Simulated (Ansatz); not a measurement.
**Perfect silicon, 4x4x4 cubic cells**

Cell 21.88 × 21.88 × 21.88 Å, Si512, 512 atoms. 

The numbers are results of PBE, support functions at accuracy medium on the grid of 420 eV (PAW; Ansatz, a program for electronic structure), not measurements.

Basis: localised support functions (accuracy medium) on a full density matrix. k-points: zone centre alone; occupations: fixed; spin polarisation not allowed. Scalar-relativistic, no spin-orbit coupling.

```
Quantity                                                                                   Result
----------------------------------------  -------------------------------------------------------
Kohn-Sham gap of the cell on its k-mesh                                                   0.65 eV
coordination (neighbours within 2.842 Å)                                           100.0 % 4-fold
Si-Si bonds, mean ± spread                                                        2.369 ± 0.000 Å
bond angles, mean ± spread                                                          109.5° ± 0.0°
pressure                                                                                 0.03 GPa
cost of the final run                     very roughly 23 core-minutes, 13 SCF iterations, 10 GiB
```
